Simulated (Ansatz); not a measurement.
# (Ru,Ta): RuTa

A 16-atom cell of (Ru,Ta) started in the hexagonal close-packed structure, site fractions Ru 0.500, Ta 0.500, short-range order -0.33 among the nearest mixed sites of the first mixed sublattice (0 is random, a negative value favours unlike neighbours), space group Pnma at the end, an ordered arrangement that its symmetry holds, its cell sheared by up to 5° against the end member's.

These are PBE (plane waves to 420 eV, PAW; Ansatz, an electronic-structure program) values and carry that method's errors. Scalar-relativistic, without spin–orbit coupling; the runs are not spin-polarised. Its k-point mesh 6×6×6, Fermi–Dirac width 0.05 eV.

| Quantity | Result |
|---|---|
| volume per atom | 16.22 Å³ |
| Ru–Ta bonds (within 1.22 times the sum of covalent radii) | 2.825 Å on average, from 2.587 to 3.384 (64) |
| Ta–Ta bonds (within 1.22 times the sum of covalent radii) | 3.354 Å on average, from 3.018 to 3.680 (32) |
| Ru–Ru bonds (within 1.22 times the sum of covalent radii) | 2.892 Å on average, from 2.891 to 2.893 (16) |
| check of the structure type | not passed: over a tenth of the atoms count other neighbours than the ideal type within 1.2 times their shortest bond (scaled by covalent radii), so no mixing enthalpy is given |

```
CELL_PARAMETERS angstrom
      0.00000    -5.36473    -4.45971
      0.00000     5.36473    -4.45971
      5.42381     0.00000     4.45971
ATOMIC_POSITIONS crystal
  Ta 0.55025 0.44733 0.24758
  Ru 0.19750 0.52728 0.97478
  Ru 0.69750 0.02728 0.97478
  Ru 0.34772 0.17750 0.77522
  Ta 0.42767 0.82475 0.50242
  Ta 0.92767 0.32475 0.50242
  Ta 0.05025 0.94733 0.24758
  Ru 0.84772 0.67750 0.77522
  Ru 0.52728 0.19750 0.47478
  Ru 0.17750 0.34772 0.27522
  Ru 0.67750 0.84772 0.27522
  Ta 0.32475 0.92767 0.00242
  Ta 0.44733 0.55025 0.74758
  Ta 0.94733 0.05025 0.74758
  Ru 0.02728 0.69750 0.47478
  Ta 0.82475 0.42767 0.00242
```
